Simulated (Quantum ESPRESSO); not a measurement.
The steps of a band-structure calculation for Zr₂AlC (P6_3/mmc, 8 atoms in the cell) with Quantum ESPRESSO.

Level of theory: LDA (PZ), GBRV 1.5 ultrasoft (LDA) pseudopotentials (plane waves; Quantum ESPRESSO).

Step 1 (scf):

```fortran
&control
  calculation = 'scf',
  prefix = 'pwscf',
  outdir = './tmp',
  pseudo_dir = './',
  tprnfor = .true.,
  tstress = .true.,
/
&system
  ibrav = 0,
  nat = 8,
  ntyp = 3,
  ecutwfc = 40,
  ecutrho = 320,
  occupations = 'smearing',
  smearing = 'marzari-vanderbilt',
  degauss = 0.0073499,
  nbnd = 37,
/
&electrons
  conv_thr = 1.0e-11,
  mixing_beta = 0.4,
/
ATOMIC_SPECIES
Zr    91.2240  zr_lda_v1.uspp.F.UPF
Al    26.9815  al_lda_v1.uspp.F.UPF
C     12.0110  c_lda_v1.2.uspp.F.UPF
ATOMIC_POSITIONS crystal
Zr    0.3333333333    0.6666666667    0.0867600000
Zr    0.6666666667    0.3333333333    0.9132400000
Zr    0.6666666667    0.3333333333    0.5867600000
Zr    0.3333333333    0.6666666667    0.4132400000
Al    0.3333333333    0.6666666667    0.7500000000
Al    0.6666666667    0.3333333333    0.2500000000
C     0.0000000000    0.0000000000    0.0000000000
C     0.0000000000    0.0000000000    0.5000000000
K_POINTS automatic
7 7 2  0 0 0
CELL_PARAMETERS angstrom
   3.3194001586     0.0000000000     0.0000000000
  -1.6597000793     2.8746848627     0.0000000000
   0.0000000000     0.0000000000    14.5819600000
```

Step 2 (bands):

```fortran
&control
  calculation = 'bands',
  prefix = 'pwscf',
  outdir = './tmp',
  pseudo_dir = './',
  verbosity = 'high',
/
&system
  ibrav = 0,
  nat = 8,
  ntyp = 3,
  ecutwfc = 40,
  ecutrho = 320,
  occupations = 'smearing',
  smearing = 'marzari-vanderbilt',
  degauss = 0.0073499,
  nbnd = 41,
/
&electrons
  conv_thr = 1.0e-11,
  startingwfc = 'random',
  diago_thr_init = 1.0d-6,
  diagonalization = 'cg',
/
ATOMIC_SPECIES
Zr    91.2240  zr_lda_v1.uspp.F.UPF
Al    26.9815  al_lda_v1.uspp.F.UPF
C     12.0110  c_lda_v1.2.uspp.F.UPF
ATOMIC_POSITIONS crystal
Zr    0.3333333333    0.6666666667    0.0867600000
Zr    0.6666666667    0.3333333333    0.9132400000
Zr    0.6666666667    0.3333333333    0.5867600000
Zr    0.3333333333    0.6666666667    0.4132400000
Al    0.3333333333    0.6666666667    0.7500000000
Al    0.6666666667    0.3333333333    0.2500000000
C     0.0000000000    0.0000000000    0.0000000000
C     0.0000000000    0.0000000000    0.5000000000
K_POINTS crystal_b
12
  0.00000000   0.00000000   0.00000000  11  ! G
  0.50000000   0.00000000   0.00000000   6  ! M
  0.33333333   0.33333333   0.00000000  13  ! K
  0.00000000   0.00000000   0.00000000   2  ! G
  0.00000000   0.00000000   0.50000000  11  ! A
  0.50000000   0.00000000   0.50000000   6  ! L
  0.33333333   0.33333333   0.50000000  13  ! H
  0.00000000   0.00000000   0.50000000   1  ! A
  0.50000000   0.00000000   0.50000000   2  ! L
  0.50000000   0.00000000   0.00000000   1  ! M
  0.33333333   0.33333333   0.00000000   2  ! K
  0.33333333   0.33333333   0.50000000   1  ! H
CELL_PARAMETERS angstrom
   3.3194001586     0.0000000000     0.0000000000
  -1.6597000793     2.8746848627     0.0000000000
   0.0000000000     0.0000000000    14.5819600000
```

Step 3 (bands.x):

```fortran
&bands
  prefix = 'pwscf',
  outdir = './tmp',
  filband = 'bands.dat',
  lsym = .false.,
/
```

Output of bands (abridged):

```
     Atomic positions and unit cell read from directory:
     ./tmp/pwscf.save/

     Message from routine setup:
     using ibrav=0 with symmetry is DISCOURAGED, use correct ibrav instead
     G-vector sticks info
     --------------------
     sticks:   dense  smooth     PW     G-vecs:    dense   smooth      PW
     Sum         859     433    127                90667    32151    5383

     bravais-lattice index     =            0
   [... lines left out ...]
     unit-cell volume          =     938.9930 (a.u.)^3
   [... lines left out ...]

     Smooth grid:    32151 G-vectors     FFT dimensions: (  25,  25, 120)

     The potential is recalculated from file :
     ./tmp/pwscf.save/charge-density

     negative rho (up, down):  2.511E-01 0.000E+00

     Band Structure Calculation
     CG style diagonalization

     ethr =  1.00E-06,  avg # of iterations = 29.2

     End of band structure calculation

          k = 0.0000 0.0000 0.0000 (  4015 PWs)   bands (ev):

   -36.7211 -36.7210 -36.6334 -36.6333 -15.2314 -15.2248 -14.6298 -14.6221
   -14.5268 -14.5268 -14.5266 -14.5266 -14.4557 -14.4557 -14.4555 -14.4555
     1.2994   1.3848   4.5393   4.9824   6.5704   7.2441   9.0522   9.0522
     9.0593   9.0593   9.6936  10.5694  11.7675  12.3462  12.6500  12.6500
    12.6877  12.6877  14.0059  14.0059  14.1620  14.1620  15.0132  15.0133
    15.1516

          k = 0.0455 0.0262 0.0000 (  4031 PWs)   bands (ev):

   -36.7194 -36.7192 -36.6325 -36.6324 -15.2279 -15.2214 -14.6348 -14.6274
   -14.5357 -14.5352 -14.5314 -14.5312 -14.4669 -14.4666 -14.4568 -14.4566
     1.3244   1.4067   4.5762   5.0000   6.6221   7.2851   8.8960   9.0107
     9.0639   9.0708   9.8400  10.5524  11.7794  12.3667  12.5478  12.5896
    12.6874  12.7273  13.7915  13.9533  14.0594  14.1182  14.9906  15.0723
    15.1466

   [... 67 blocks of this kind left out ...]
```

Output of bands.x (abridged):

```
     Reading xml data from directory:

     ./tmp/pwscf.save/

     G-vector sticks info
     --------------------
     sticks:   dense  smooth     PW     G-vecs:    dense   smooth      PW
     Sum         859     433    127                90667    32151    5383

     negative rho (up, down):  2.511E-01 0.000E+00
     Reading collected, re-writing distributed wavefunctions
     high-symmetry point:  0.0000 0.0000 0.0000   x coordinate   0.0000
     high-symmetry point:  0.5000 0.2887 0.0000   x coordinate   0.5774
     high-symmetry point:  0.3333 0.5774 0.0000   x coordinate   0.9107
     high-symmetry point:  0.0000 0.0000 0.0000   x coordinate   1.5774
     high-symmetry point:  0.0000 0.0000 0.1138   x coordinate   1.6912
     high-symmetry point:  0.5000 0.2887 0.1138   x coordinate   2.2685
     high-symmetry point:  0.3333 0.5774 0.1138   x coordinate   2.6019
     high-symmetry point:  0.0000 0.0000 0.1138   x coordinate   3.2685
     high-symmetry point:  0.5000 0.2887 0.1138   x coordinate   3.2685
     high-symmetry point:  0.5000 0.2887 0.0000   x coordinate   3.3823
     high-symmetry point:  0.3333 0.5774 0.0000   x coordinate   3.3823
     high-symmetry point:  0.3333 0.5774 0.1138   x coordinate   3.4962

     Plottable bands (eV) written to file bands.dat.gnu
     Bands written to file bands.dat

   JOB DONE.
```

The starting cell comes from a database of computed structures (which also holds hypothetical and non-ambient phases and stackings), without a prior relaxation at this level.
